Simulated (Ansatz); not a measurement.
Single solute atoms on Ru sites of hcp Ru, each beside a vacancy: the barrier for the solute to jump into the vacancy out of the basal plane, counted from the relaxed pair on adjacent sites of that sublattice. PBE (Ansatz, a program for electronic structure, plane waves to 420 eV, PAW), climbing-image NEB, 36 sites, 4×4×4 shifted along c, energies as single points at geometries from a coarser mesh; static nuclei, fixed cell, no finite-size correction. This jump alone does not carry the solute far: the vacancy must also move round it. All rows are spin-restricted. Spin-orbit coupling is left out.

The jump length is the distance between the solute's relaxed places before and after the jump, so it follows from relaxing the pair, without the band.

```tsv
Row	Solute	Jump length x (Å)	Barrier y (eV)
1	Sn	2.29	0.73
2	Pt	2.54	2.11
3	Si	2.57	0.54
4	Ir	2.60	2.50
5	Pd	2.51	1.75
6	Ag	2.42	1.27
7	In	2.29	?
```

### Question
Fit a straight line of barrier against jump length to rows 1 to 6, predict row 7, and compare with the computed barrier.

### Answer
Means: x̄ = 2.488 Å, ȳ = 1.483 eV. Sums of products of deviations: Sxx = 0.0663 Å², Sxy = 0.2386 eV Å, Syy = 3.0003 eV². Slope: Sxy/Sxx = 3.60 eV/Å; r² = Sxy²/(Sxx Syy) = 0.29; scatter about the line: √[(Syy − Sxy²/Sxx)/(6 − 2)] = 0.73 eV. Row 7: 1.483 + 3.60 × (2.29 − 2.488) ≈ 0.77 eV. The computed barrier is 0.77 eV, 0.00 eV from the line, within the scatter; the mean ȳ alone misses it by 0.71 eV.
